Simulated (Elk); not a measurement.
**Elk run on Ti3In (I4/mmm, 4 atoms in the cell): self-consistent single point**

Method of the run: LDA (PW92), all-electron FP-LAPW, Elk's shipped species files, default APW+lo basis (Elk).

The input file:

```
tasks
  0

swidth
  0.00367493

maxscl
  100

avec
   -3.8051638629    3.8051638629    8.1293353368
    3.8051638629   -3.8051638629    8.1293353368
    3.8051638629    3.8051638629   -8.1293353368

atoms
  2
  'Ti.in'
  3
  0.7500000000  0.2500000000  0.5000000000    0.0 0.0 0.0
  0.2500000000  0.7500000000  0.5000000000    0.0 0.0 0.0
  0.5000000000  0.5000000000  0.0000000000    0.0 0.0 0.0
  'In.in'
  1
  0.0000000000  0.0000000000  0.0000000000    0.0 0.0 0.0

ngridk
  8 8 8
```

Log, with long lists cut:

```
│ Elk code version 10.2.4 │

All units are atomic (Hartree, Bohr, etc.)

│ Ground-state run starting from atomic densities │

Lattice vectors :
  -3.805163863       3.805163863       8.129335337
   3.805163863      -3.805163863       8.129335337
   3.805163863       3.805163863      -8.129335337

Unit cell volume      :    470.8274308
Brillouin zone volume :   0.5268389163

Muffin-tin inner radius fraction :   0.1000000000E-01

Nuclei treated as point charges

Species :    1 (Ti)
 parameters loaded from : Ti.in
 name : titanium
 nuclear charge    :   -22.00000000
 electronic charge :    22.00000000
 atomic mass :    87256.20310
 muffin-tin radius :    2.400000000
 number of radial points in muffin-tin :    497
 atomic positions (lattice), magnetic fields (Cartesian) :
   1 :  -0.25000000  0.25000000  0.50000000    0.00000000  0.00000000  0.00000000
   2 :   0.25000000 -0.25000000  0.50000000    0.00000000  0.00000000  0.00000000
   3 :   0.50000000  0.50000000  0.00000000    0.00000000  0.00000000  0.00000000

Species :    2 (In)
 parameters loaded from : In.in
 name : indium
 nuclear charge    :   -49.00000000
 electronic charge :    49.00000000
 atomic mass :    209300.4100
 muffin-tin radius :    2.600000000
 number of radial points in muffin-tin :    597
 atomic positions (lattice), magnetic fields (Cartesian) :
   1 :   0.00000000  0.00000000  0.00000000    0.00000000  0.00000000  0.00000000

Total number of atoms per unit cell :    4

Spin treatment :
 spin-unpolarised

Number of Bravais lattice symmetries :   16
Number of crystal symmetries         :   16
Crystal has inversion symmetry
Real symmetric eigensolver will be used

k-point grid :      8     8     8
k-point offset :    0.000000000       0.000000000       0.000000000
k-point set is reduced with full crystal symmetry group
Total number of k-points :       59

Muffin-tin radius times maximum |G+k| :    7.000000000
 using average radius
Maximum |G+k| for APW functions       :    2.857142857
Maximum (1/2)|G+k|²                   :    4.081632653
Maximum |G| for potential and density :    12.00000000
 potential will be trimmed for |G| > 2 gkmax
Constant for pseudocharge density :    8
Radial integration step length :    4

G-vector grid sizes :     40    40    40
Number of G-vectors :    13763

Maximum angular momentum used for
 APW functions                      :    8
 outer part of muffin-tin           :    6
 inner part of muffin-tin           :    1

Total nuclear charge    :   -115.0000000
Total core charge       :    60.00000000
Total valence charge    :    55.00000000
Total excess charge     :    0.000000000
Total electronic charge :    115.0000000

Effective Wigner radius, rₛ :   0.9924114566

Number of empty states         :   16
Total number of valence states :   44
Total number of core states    :   60

Total number of local-orbitals :   56

Exchange-correlation functional :      3     0     0
 Perdew-Wang/Ceperley-Alder, Phys. Rev. B 45, 13244 (1992)
 gradient requirement :    0
 local density approximation (LDA)

Smearing type :    3
 Fermi-Dirac
Smearing width :   0.3674930000E-02
Effective electronic temperature (K) :    1160.451112

Mixing type :    3
 Broyden mixing, J. Phys. A: Math. Gen. 17, L317 (1984)

Kohn-Sham potential initialised from atomic data

│ Self-consistent loop started │
│ Loop number : 1 │
 total energy                :     -8427.74728237
│ Loop number : 2 │
 total energy                :     -8428.04509323
RMS change in Kohn-Sham potential (target) :   0.1061878626     (  0.1000000000E-05)
Absolute change in total energy (target)   :   0.2978108549     (  0.1000000000E-03)
│ Loop number : 3 │
 total energy                :     -8428.55632350
RMS change in Kohn-Sham potential (target) :   0.1040208220     (  0.1000000000E-05)
Absolute change in total energy (target)   :   0.5856829844     (  0.1000000000E-03)
│ Loop number : 4 │
 total energy                :     -8430.47897849
RMS change in Kohn-Sham potential (target) :   0.7729405327E-01 (  0.1000000000E-05)
Absolute change in total energy (target)   :    2.069075733     (  0.1000000000E-03)
│ Loop number : 5 │
 total energy                :     -8431.36067687
RMS change in Kohn-Sham potential (target) :   0.6439148802E-01 (  0.1000000000E-05)
Absolute change in total energy (target)   :    1.398967316     (  0.1000000000E-03)
│ Loop number : 6 │
 total energy                :     -8432.53797046
RMS change in Kohn-Sham potential (target) :   0.4021587643E-01 (  0.1000000000E-05)
Absolute change in total energy (target)   :    1.527035416     (  0.1000000000E-03)
│ Loop number : 7 │
 total energy                :     -8434.45697792
RMS change in Kohn-Sham potential (target) :   0.3205595034E-02 (  0.1000000000E-05)
Absolute change in total energy (target)   :    2.300766316     (  0.1000000000E-03)
│ Loop number : 8 │
 total energy                :     -8434.18227811
RMS change in Kohn-Sham potential (target) :   0.9359948756E-03 (  0.1000000000E-05)
Absolute change in total energy (target)   :   0.3004917751     (  0.1000000000E-03)
│ Loop number : 9 │
 total energy                :     -8434.19901910
RMS change in Kohn-Sham potential (target) :   0.6247705600E-03 (  0.1000000000E-05)
Absolute change in total energy (target)   :   0.9186393207E-01 (  0.1000000000E-03)
│ Loop number : 10 │
 total energy                :     -8434.15416117
RMS change in Kohn-Sham potential (target) :   0.1877613737E-03 (  0.1000000000E-05)
Absolute change in total energy (target)   :   0.2189194471E-01 (  0.1000000000E-03)
│ Loop number : 11 │
 total energy                :     -8434.13979841
RMS change in Kohn-Sham potential (target) :   0.8572650359E-04 (  0.1000000000E-05)
Absolute change in total energy (target)   :   0.1983575352E-01 (  0.1000000000E-03)
│ Loop number : 12 │
 total energy                :     -8434.13534935
RMS change in Kohn-Sham potential (target) :   0.6761143133E-04 (  0.1000000000E-05)
Absolute change in total energy (target)   :   0.9407998044E-02 (  0.1000000000E-03)
│ Loop number : 13 │
 total energy                :     -8434.13230477
RMS change in Kohn-Sham potential (target) :   0.3264070954E-04 (  0.1000000000E-05)
Absolute change in total energy (target)   :   0.5396577604E-02 (  0.1000000000E-03)
│ Loop number : 14 │
 total energy                :     -8434.13274020
RMS change in Kohn-Sham potential (target) :   0.5840137605E-05 (  0.1000000000E-05)
Absolute change in total energy (target)   :   0.9137121669E-03 (  0.1000000000E-03)
│ Loop number : 15 │
 total energy                :     -8434.13296330
RMS change in Kohn-Sham potential (target) :   0.9577125469E-06 (  0.1000000000E-05)
Absolute change in total energy (target)   :   0.5333689842E-05 (  0.1000000000E-03)
Convergence targets achieved

│ Loop number : 16 │

Energies :
 Fermi                       :     0.290294422840
 sum of eigenvalues          :     -5025.58393825
 electron kinetic            :      8752.43399565
 core electron kinetic       :      8333.07220401
 Coulomb                     :     -16910.6724909
 Coulomb potential           :     -13412.5366880
 nuclear-nuclear             :     -855.644594132
 electron-nuclear            :     -18697.5191055
 Hartree                     :      2642.49120878
 Madelung                    :     -10204.4041469
 xc potential                :     -365.481245912
 exchange                    :     -265.787996069
 correlation                 :     -10.1014742611
 electron entropic           :    -0.508081598342E-02
 total energy                :     -8434.13304639

Density of states at Fermi energy :    109.3382056
 (states/Hartree/unit cell)

Estimated indirect band gap :   0.1299563519E-02
 from k-point     11 to k-point     31
Estimated direct band gap   :   0.2859041303E-02
 at k-point     12

Charges :
 core                        :    60.00000000
 valence                     :    55.00000000
 interstitial                :    6.137802123
 muffin-tins (core leakage)
  species :    1 (Ti)
   atom    1                 :    20.37330597     (  0.6015685727E-09)
   atom    2                 :    20.37330597     (  0.6015685727E-09)
   atom    3                 :    20.37507242     (  0.5855014251E-09)
  species :    2 (In)
   atom    1                 :    47.74051351     (  0.1355051329E-03)
 total in muffin-tins        :    108.8621979
 total calculated charge     :    115.0114872
 total charge                :    115.0000000
 error                       :   0.1148717002E-01

│ Self-consistent loop stopped │
```

The run converged in 16 iterations. The count includes the last loop, which Elk runs after its targets are met.

The starting cell comes from a database of computed structures (which also holds hypothetical and non-ambient phases and stackings), without a prior relaxation at this level. Its lattice was rescaled by a random factor within 2.5 % of one. Spin polarisation is off. Values depend on the basis (sphere radii, cutoffs, local orbitals), which need not be converged. The log's line on a gap gives a spacing of levels on this mesh, which the program prints for metals too.

Cost on one core of a shared machine: roughly 50 s.
